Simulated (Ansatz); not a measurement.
Si well of 12 atomic layers along [001] in random Si0.5Ge0.5, interfaces sharp

Prepared with Tersoff's 1989 multicomponent potential (SiCGe.tersoff) (LAMMPS): minimisation. Geometry as solved with PBE, support functions at accuracy medium on the grid of 370 eV in Ansatz (a program for electronic structure).

```xyz
648
Lattice="16.85 0.00 0.00 0.00 16.85 0.00 0.00 0.00 49.80" Properties=species:S:1:pos:R:3 pbc="T T T"
Si     0.03     0.04     0.03
Si     1.39     1.43     1.42
Si     2.75     2.80     0.01
Ge     4.19     4.21     1.36
Ge     2.79     0.02     2.84
Si     4.21     1.39     4.28
Si     0.01     2.75     2.84
Ge     1.37     4.20     4.25
Si     0.02     0.03     5.66
Si     1.37     1.40     7.06
Ge     2.82     2.80     5.71
Si     4.23     4.25     7.09
Ge     2.77    -0.02     8.45
Ge     4.22     1.45     9.84
Si     0.03     2.80     8.43
Ge     1.44     4.20     9.84
Si     0.03    -0.04    11.26
Ge     1.39     1.43    12.65
Si     2.82     2.81    11.27
Ge     4.23     4.18    12.68
Ge     2.82     0.03    14.10
Si     4.23     1.44    15.48
Si     0.03     2.83    14.09
Si     1.39     4.20    15.48
Si    -0.01    -0.01    16.88
Si     1.41     1.41    18.18
Si     2.81     2.82    16.82
Si     4.20     4.21    18.19
Si     2.81    -0.01    19.53
Si     4.21     1.40    20.87
Si     0.00     2.81    19.52
Si     1.40     4.21    20.87
Si     0.00     0.00    22.22
Si     1.40     1.40    23.56
Si     2.80     2.80    22.21
Si     4.21     4.21    23.56
Si     2.81     0.00    24.90
Si     4.21     1.40    26.24
Si     0.00     2.81    24.90
Si     1.41     4.21    26.25
Si     0.00     0.00    27.59
Si     1.41     1.39    28.93
Si     2.82     2.80    27.59
Si     4.22     4.21    28.94
Si     2.81     0.00    30.29
Si     4.20     1.40    31.65
Si     0.01     2.80    30.26
Si     1.43     4.18    31.60
Si     0.02     0.03    32.99
Si     1.37     1.44    34.36
Si     2.79     2.80    33.00
Si     4.13     4.19    34.39
Ge     2.75    -0.03    35.72
Ge     4.19     1.34    37.20
Si     0.00     2.77    35.80
Si     1.36     4.20    37.15
Ge    -0.04    -0.01    38.56
Si     1.34     1.40    39.97
Ge     2.75     2.81    38.58
Ge     4.23     4.25    39.96
Ge     2.76    -0.04    41.34
Ge     4.16     1.39    42.79
Si    -0.05     2.76    41.34
Ge     1.38     4.14    42.76
Si    -0.01     0.00    44.15
Si     1.40     1.35    45.54
Si     2.76     2.76    44.20
Ge     4.22     4.19    45.54
Si     2.80     0.01    46.91
Ge     4.15     1.43    48.36
Ge     0.05     2.77    47.00
Si     1.43     4.17    48.41
Ge     0.03     5.55     0.01
Ge     1.36     7.04     1.46
Ge     2.80     8.44     0.02
Ge     4.21     9.83     1.47
Ge     2.83     5.64     2.86
Si     4.24     6.99     4.30
Si    -0.05     8.41     2.88
Ge     1.40     9.82     4.22
Si     0.00     5.65     5.64
Ge     1.41     7.01     7.09
Ge     2.86     8.43     5.67
Si     4.21     9.87     7.08
Si     2.85     5.62     8.47
Si     4.14     7.04     9.89
Si     0.01     8.42     8.51
Si     1.40     9.81     9.87
Ge     0.00     5.67    11.25
Si     1.40     7.07    12.66
Si     2.78     8.44    11.28
Si     4.16     9.81    12.66
Ge     2.78     5.64    14.08
Si     4.21     7.01    15.49
Si    -0.01     8.38    14.05
Ge     1.40     9.81    15.45
Si     0.00     5.62    16.82
Si     1.41     7.01    18.18
Si     2.83     8.40    16.85
Si     4.22     9.82    18.19
Si     2.80     5.61    19.53
Si     4.20     7.02    20.88
Si     0.01     8.42    19.52
Si     1.41     9.82    20.87
Si     0.00     5.62    22.22
Si     1.40     7.02    23.57
Si     2.81     8.42    22.22
Si     4.21     9.83    23.56
Si     2.81     5.61    24.91
Si     4.21     7.02    26.25
Si     0.00     8.42    24.90
Si     1.40     9.83    26.25
Si     0.00     5.61    27.59
Si     1.41     7.02    28.93
Si     2.81     8.42    27.59
Si     4.21     9.83    28.93
Si     2.81     5.61    30.27
Si     4.20     7.04    31.61
Si     0.00     8.43    30.26
Si     1.41     9.82    31.62
Ge     0.01     5.61    32.96
Ge     1.43     7.04    34.39
Si     2.81     8.43    32.96
Ge     4.19     9.87    34.34
Si     2.77     5.56    35.78
Ge     4.20     6.97    37.16
Si    -0.01     8.43    35.76
Ge     1.38     9.86    37.14
Si     0.00     5.56    38.58
Si     1.35     6.98    39.94
Ge     2.78     8.42    38.59
Si     4.20     9.83    39.98
Ge     2.78     5.66    41.38
Si     4.20     7.02    42.82
Ge    -0.03     8.40    41.33
Ge     1.44     9.78    42.81
Ge     0.00     5.66    44.15
Si     1.43     7.04    45.55
Si     2.86     8.40    44.23
Si     4.22     9.85    45.57
Ge     2.78     5.61    46.99
Ge     4.25     7.03    48.39
Ge     0.00     8.43    46.92
Ge     1.42     9.87    48.35
Ge    -0.03    11.28    -0.01
Ge     1.42    12.65     1.46
Ge     2.81    14.08     0.02
Si     4.19    15.46     1.43
Si     2.80    11.23     2.84
Ge     4.20    12.60     4.28
Ge    -0.02    14.05     2.90
Si     1.38    15.49     4.28
Ge    -0.04    11.24     5.65
Ge     1.37    12.64     7.13
Ge     2.80    14.09     5.69
Si     4.24    15.49     7.04
Si     2.78    11.18     8.46
Ge     4.15    12.63     9.85
Si    -0.02    14.03     8.55
Si     1.38    15.41     9.89
Si     0.02    11.23    11.21
Ge     1.40    12.62    12.66
Si     2.76    14.04    11.25
Ge     4.18    15.42    12.64
Si     2.82    11.21    14.05
Si     4.18    12.57    15.47
Si    -0.01    14.01    14.09
Ge     1.39    15.40    15.49
Si    -0.01    11.24    16.84
Si     1.40    12.62    18.19
Si     2.83    13.99    16.85
Si     4.21    15.43    18.18
Si     2.81    11.22    19.53
Si     4.21    12.63    20.87
Si     0.00    14.03    19.53
Si     1.40    15.44    20.87
Si     0.00    11.23    22.22
Si     1.41    12.63    23.56
Si     2.81    14.04    22.21
Si     4.21    15.44    23.56
Si     2.81    11.23    24.90
Si     4.21    12.64    26.25
Si     0.00    14.04    24.90
Si     1.40    15.44    26.24
Si     0.00    11.24    27.59
Si     1.40    12.64    28.95
Si     2.80    14.04    27.59
Si     4.20    15.45    28.94
Si     2.81    11.23    30.28
Si     4.20    12.65    31.63
Si     0.00    14.05    30.30
Si     1.41    15.45    31.66
Ge     0.01    11.25    33.03
Si     1.43    12.68    34.42
Si     2.81    14.04    33.00
Si     4.20    15.44    34.33
Si     2.81    11.29    35.77
Si     4.19    12.63    37.16
Si     0.02    14.02    35.80
Si     1.37    15.42    37.16
Ge    -0.07    11.27    38.59
Ge     1.37    12.69    40.02
Ge     2.82    14.06    38.56
Si     4.26    15.42    39.99
Ge     2.85    11.25    41.40
Si     4.26    12.65    42.79
Si    -0.04    14.10    41.38
Si     1.34    15.44    42.77
Ge     0.00    11.24    44.21
Si     1.42    12.63    45.59
Ge     2.79    14.04    44.16
Si     4.17    15.46    45.58
Si     2.82    11.24    46.92
Ge     4.19    12.62    48.37
Ge    -0.03    14.04    46.96
Ge     1.40    15.52    48.38
Ge     5.58    -0.03    -0.02
Ge     7.00     1.38     1.43
Ge     8.39     2.83    -0.01
Ge     9.81     4.21     1.49
Ge     8.44     0.00     2.89
Si     9.84     1.44     4.24
Ge     5.58     2.80     2.85
Ge     7.00     4.26     4.26
Si     5.60     0.03     5.67
Si     6.96     1.42     7.06
Ge     8.42     2.79     5.67
Ge     9.85     4.23     7.09
Ge     8.38     0.04     8.48
Si     9.83     1.43     9.85
Si     5.63     2.86     8.42
Si     7.02     4.22     9.81
Ge     5.65    -0.01    11.26
Si     7.00     1.41    12.69
Ge     8.39     2.80    11.25
Ge     9.83     4.19    12.70
Ge     8.44     0.00    14.02
Ge     9.85     1.44    15.48
Si     5.63     2.78    14.10
Si     6.97     4.19    15.47
Si     5.59     0.04    16.87
Si     7.01     1.42    18.20
Si     8.39     2.84    16.84
Si     9.82     4.21    18.19
Si     8.42     0.00    19.53
Si     9.83     1.40    20.88
Si     5.61     2.82    19.54
Si     7.02     4.22    20.87
Si     5.62     0.00    22.21
Si     7.02     1.41    23.56
Si     8.42     2.81    22.21
Si     9.83     4.21    23.56
Si     8.42     0.00    24.90
Si     9.83     1.40    26.25
Si     5.61     2.81    24.90
Si     7.02     4.21    26.24
Si     5.61     0.00    27.59
Si     7.02     1.40    28.93
Si     8.42     2.81    27.59
Si     9.82     4.20    28.93
Si     8.42     0.01    30.28
Si     9.84     1.40    31.63
Si     5.62     2.80    30.30
Si     7.04     4.18    31.63
Si     5.59    -0.03    32.97
Ge     7.03     1.37    34.36
Si     8.46     2.80    32.99
Si     9.85     4.18    34.35
Si     8.40    -0.02    35.82
Ge     9.87     1.38    37.16
Ge     5.57     2.80    35.76
Ge     7.02     4.23    37.16
Si     5.62    -0.06    38.60
Ge     7.01     1.37    39.98
Ge     8.46     2.82    38.59
Si     9.86     4.22    39.96
Ge     8.44    -0.08    41.38
Ge     9.86     1.38    42.79
Ge     5.62     2.83    41.41
Si     7.02     4.24    42.80
Ge     5.61    -0.04    44.17
Ge     7.00     1.42    45.61
Ge     8.44     2.85    44.20
Si     9.89     4.22    45.59
Ge     8.45    -0.05    46.97
Ge     9.86     1.43    48.37
Si     5.60     2.83    47.01
Si     6.98     4.21    48.38
Si     5.65     5.59    -0.02
Ge     7.05     6.99     1.42
Si     8.41     8.40     0.00
Ge     9.79     9.79     1.42
Si     8.45     5.64     2.88
Si     9.83     6.97     4.28
Ge     5.63     8.40     2.91
Si     6.99     9.82     4.32
Si     5.58     5.61     5.68
Ge     7.00     6.98     7.08
Ge     8.46     8.43     5.67
Si     9.88     9.82     7.08
Si     8.41     5.60     8.48
Ge     9.80     7.07     9.84
Ge     5.57     8.44     8.51
Si     7.02     9.80     9.89
Ge     5.62     5.64    11.22
Si     7.02     7.04    12.63
Si     8.38     8.43    11.27
Ge     9.78     9.83    12.67
Ge     8.36     5.62    14.07
Ge     9.81     7.02    15.52
Ge     5.60     8.42    14.06
Si     7.02     9.84    15.47
Si     5.60     5.61    16.83
Si     7.00     7.02    18.18
Si     8.39     8.46    16.86
Si     9.83     9.84    18.19
Si     8.42     5.62    19.53
Si     9.83     7.02    20.87
Si     5.61     8.42    19.54
Si     7.02     9.82    20.87
Si     5.61     5.62    22.22
Si     7.02     7.02    23.56
Si     8.43     8.42    22.22
Si     9.83     9.83    23.56
Si     8.42     5.61    24.90
Si     9.83     7.02    26.24
Si     5.62     8.42    24.90
Si     7.02     9.83    26.25
Si     5.62     5.61    27.59
Si     7.02     7.01    28.94
Si     8.42     8.42    27.59
Si     9.83     9.82    28.93
Si     8.42     5.60    30.28
Si     9.85     6.99    31.62
Si     5.61     8.43    30.27
Si     6.99     9.85    31.60
Ge     5.59     5.59    33.01
Si     7.02     7.01    34.37
Ge     8.41     8.42    32.97
Ge     9.86     9.85    34.40
Ge     8.47     5.63    35.74
Ge     9.88     7.05    37.22
Ge     5.64     8.42    35.75
Ge     7.08     9.85    37.19
Si     5.63     5.63    38.55
Ge     7.02     7.03    39.94
Si     8.46     8.46    38.60
Si     9.82     9.87    39.95
Ge     8.43     5.59    41.38
Ge     9.83     7.04    42.82
Ge     5.57     8.43    41.39
Ge     7.03     9.87    42.78
Si     5.60     5.62    44.12
Ge     6.98     7.05    45.54
Si     8.43     8.47    44.19
Si     9.80     9.85    45.56
Ge     8.41     5.58    46.97
Ge     9.81     7.01    48.42
Si     5.59     8.46    46.95
Ge     7.05     9.80    48.36
Ge     5.62    11.22     0.01
Ge     7.01    12.66     1.45
Ge     8.40    14.06    -0.04
Ge     9.84    15.43     1.41
Ge     8.39    11.20     2.89
Ge     9.87    12.59     4.29
Ge     5.59    14.10     2.86
Si     6.98    15.49     4.29
Si     5.61    11.20     5.70
Si     6.99    12.59     7.05
Ge     8.36    14.01     5.65
Ge     9.80    15.44     7.06
Ge     8.42    11.21     8.47
Si     9.80    12.65     9.88
Ge     5.63    14.05     8.44
Si     7.05    15.42     9.89
Ge     5.60    11.19    11.27
Ge     7.05    12.62    12.67
Si     8.44    14.04    11.25
Si     9.82    15.39    12.64
Si     8.41    11.21    14.10
Ge     9.85    12.63    15.44
Ge     5.58    14.00    14.10
Ge     7.01    15.46    15.50
Si     5.61    11.22    16.82
Si     7.02    12.63    18.18
Si     8.44    14.04    16.86
Si     9.83    15.44    18.20
Si     8.42    11.23    19.53
Si     9.83    12.64    20.88
Si     5.62    14.04    19.52
Si     7.02    15.44    20.87
Si     5.62    11.23    22.21
Si     7.02    12.63    23.56
Si     8.42    14.04    22.22
Si     9.83    15.44    23.57
Si     8.42    11.23    24.91
Si     9.83    12.63    26.25
Si     5.61    14.04    24.90
Si     7.02    15.44    26.25
Si     5.61    11.23    27.59
Si     7.01    12.64    28.93
Si     8.42    14.04    27.59
Si     9.83    15.44    28.94
Si     8.42    11.23    30.26
Si     9.85    12.62    31.59
Si     5.60    14.04    30.27
Si     6.99    15.46    31.60
Si     5.61    11.24    32.95
Ge     7.02    12.60    34.39
Ge     8.43    14.04    32.96
Ge     9.84    15.45    34.43
Si     8.48    11.27    35.80
Si     9.86    12.64    37.16
Ge     5.59    14.07    35.79
Si     7.01    15.47    37.19
Ge     5.60    11.26    38.60
Si     7.02    12.66    40.01
Ge     8.44    14.04    38.57
Si     9.88    15.47    39.93
Si     8.42    11.25    41.32
Ge     9.81    12.66    42.74
Si     5.63    14.03    41.40
Si     7.02    15.38    42.78
Si     5.59    11.25    44.18
Ge     7.04    12.62    45.56
Si     8.42    14.05    44.16
Si     9.83    15.42    45.51
Si     8.44    11.21    46.95
Ge     9.83    12.62    48.35
Ge     5.61    14.08    46.97
Si     7.00    15.45    48.38
Ge    11.30     0.00    -0.01
Ge    12.64     1.47     1.46
Si    14.00     2.81    -0.01
Ge    15.43     4.14     1.44
Ge    14.10     0.03     2.84
Si    15.51     1.40     4.26
Si    11.22     2.83     2.90
Si    12.59     4.22     4.27
Ge    11.21     0.02     5.64
Ge    12.64     1.40     7.11
Ge    14.05     2.81     5.62
Ge    15.47     4.25     7.06
Si    14.07    -0.01     8.47
Ge    15.50     1.38     9.84
Si    11.23     2.80     8.49
Ge    12.66     4.24     9.82
Ge    11.20    -0.01    11.26
Ge    12.63     1.41    12.71
Ge    14.07     2.82    11.27
Ge    15.46     4.24    12.73
Si    14.05    -0.01    14.06
Ge    15.45     1.41    15.46
Si    11.27     2.85    14.11
Si    12.64     4.24    15.48
Si    11.24     0.00    16.86
Si    12.64     1.41    18.19
Si    14.02     2.83    16.84
Si    15.44     4.22    18.18
Si    14.04     0.00    19.54
Si    15.45     1.41    20.87
Si    11.22     2.80    19.53
Si    12.63     4.21    20.87
Si    11.23     0.00    22.22
Si    12.64     1.41    23.56
Si    14.04     2.81    22.21
Si    15.44     4.21    23.56
Si    14.04     0.00    24.90
Si    15.44     1.40    26.25
Si    11.23     2.81    24.90
Si    12.63     4.21    26.25
Si    11.23     0.00    27.59
Si    12.64     1.41    28.94
Si    14.04     2.81    27.59
Si    15.44     4.21    28.93
Si    14.04    -0.01    30.28
Si    15.47     1.38    31.60
Si    11.23     2.81    30.28
Si    12.62     4.23    31.61
Si    11.22    -0.01    32.99
Ge    12.62     1.37    34.40
Ge    14.04     2.79    32.96
Ge    15.44     4.20    34.43
Si    14.03     0.00    35.83
Si    15.42     1.41    37.16
Si    11.22     2.82    35.75
Ge    12.63     4.19    37.21
Si    11.30    -0.02    38.58
Si    12.70     1.35    39.94
Si    14.07     2.77    38.59
Si    15.44     4.19    39.97
Si    14.05    -0.02    41.37
Si    15.47     1.34    42.72
Ge    11.27     2.78    41.30
Ge    12.65     4.23    42.75
Si    11.24    -0.05    44.18
Ge    12.63     1.34    45.62
Ge    14.07     2.74    44.14
Ge    15.46     4.19    45.58
Si    14.06    -0.07    47.00
Ge    15.41     1.37    48.43
Si    11.25     2.83    46.97
Si    12.62     4.15    48.40
Ge    11.25     5.56     0.01
Ge    12.66     7.00     1.43
Ge    14.05     8.44     0.00
Ge    15.44     9.85     1.48
Ge    14.06     5.60     2.91
Si    15.45     7.04     4.30
Ge    11.21     8.39     2.88
Ge    12.66     9.85     4.28
Si    11.25     5.63     5.66
Si    12.63     7.03     7.04
Si    14.04     8.38     5.67
Ge    15.42     9.79     7.11
Si    14.04     5.68     8.42
Si    15.44     7.03     9.81
Si    11.26     8.44     8.42
Si    12.62     9.83     9.82
Ge    11.23     5.63    11.27
Ge    12.68     7.01    12.70
Ge    14.04     8.44    11.20
Ge    15.48     9.84    12.65
Si    14.05     5.63    14.14
Si    15.46     7.02    15.46
Ge    11.25     8.45    14.11
Si    12.66     9.84    15.51
Si    11.25     5.59    16.86
Si    12.65     7.02    18.18
Si    14.06     8.42    16.82
Si    15.45     9.83    18.18
Si    14.04     5.62    19.53
Si    15.45     7.02    20.87
Si    11.23     8.42    19.52
Si    12.63     9.83    20.87
Si    11.23     5.62    22.21
Si    12.63     7.02    23.56
Si    14.04     8.42    22.21
Si    15.44     9.83    23.56
Si    14.04     5.62    24.90
Si    15.44     7.02    26.25
Si    11.23     8.42    24.90
Si    12.63     9.83    26.24
Si    11.23     5.62    27.59
Si    12.63     7.03    28.92
Si    14.04     8.43    27.59
Si    15.44     9.84    28.93
Si    14.03     5.62    30.26
Si    15.44     7.02    31.58
Si    11.23     8.42    30.28
Si    12.62     9.86    31.61
Si    11.22     5.59    32.99
Ge    12.62     6.99    34.41
Ge    14.05     8.45    32.99
Si    15.46     9.82    34.43
Si    14.03     5.60    35.81
Ge    15.46     7.01    37.18
Si    11.27     8.45    35.81
Si    12.60     9.84    37.19
Si    11.25     5.61    38.63
Si    12.64     6.98    39.99
Ge    14.00     8.44    38.61
Si    15.40     9.85    40.00
Si    14.07     5.62    41.34
Si    15.42     7.01    42.73
Ge    11.25     8.45    41.35
Si    12.66     9.86    42.74
Si    11.22     5.59    44.18
Ge    12.61     7.00    45.55
Ge    14.05     8.45    44.13
Si    15.41     9.86    45.58
Ge    14.00     5.57    47.01
Ge    15.46     6.99    48.39
Ge    11.19     8.45    46.96
Ge    12.66     9.87    48.35
Ge    11.26    11.25     0.03
Si    12.71    12.63     1.41
Si    14.03    14.01    -0.04
Ge    15.46    15.43     1.36
Si    14.04    11.27     2.84
Si    15.40    12.62     4.24
Ge    11.28    13.99     2.80
Ge    12.66    15.44     4.25
Si    11.26    11.21     5.73
Si    12.64    12.57     7.10
Ge    14.04    13.98     5.69
Ge    15.49    15.45     7.09
Si    14.02    11.23     8.50
Si    15.43    12.61     9.88
Ge    11.23    13.99     8.46
Ge    12.69    15.42     9.87
Ge    11.23    11.25    11.24
Si    12.63    12.66    12.65
Si    14.06    13.98    11.28
Ge    15.45    15.42    12.66
Ge    14.03    11.27    14.09
Si    15.46    12.65    15.48
Si    11.23    14.04    14.00
Ge    12.63    15.43    15.44
Si    11.26    11.22    16.85
Si    12.65    12.63    18.19
Si    14.06    14.02    16.84
Si    15.43    15.44    18.20
Si    14.04    11.23    19.53
Si    15.45    12.63    20.88
Si    11.24    14.04    19.54
Si    12.63    15.45    20.88
Si    11.23    11.23    22.22
Si    12.63    12.64    23.56
Si    14.04    14.04    22.22
Si    15.44    15.44    23.56
Si    14.04    11.23    24.90
Si    15.45    12.64    26.24
Si    11.23    14.04    24.91
Si    12.64    15.44    26.25
Si    11.23    11.23    27.59
Si    12.64    12.64    28.92
Si    14.05    14.04    27.58
Si    15.44    15.44    28.93
Si    14.04    11.25    30.28
Si    15.42    12.66    31.63
Si    11.24    14.04    30.27
Si    12.63    15.45    31.64
Si    11.23    11.25    32.96
Ge    12.62    12.67    34.37
Si    14.04    14.07    32.98
Ge    15.46    15.46    34.41
Ge    14.05    11.23    35.82
Si    15.44    12.70    37.17
Si    11.26    14.05    35.84
Si    12.66    15.44    37.20
Si    11.20    11.22    38.54
Ge    12.67    12.61    39.91
Si    14.07    14.06    38.55
Si    15.40    15.43    39.99
Si    14.04    11.22    41.37
Ge    15.41    12.68    42.76
Ge    11.28    14.09    41.35
Si    12.66    15.48    42.79
Ge    11.26    11.23    44.18
Si    12.70    12.66    45.56
Si    14.02    14.09    44.18
Si    15.43    15.46    45.54
Si    14.07    11.28    46.94
Si    15.40    12.65    48.37
Ge    11.27    14.06    46.94
Si    12.69    15.42    48.39
```
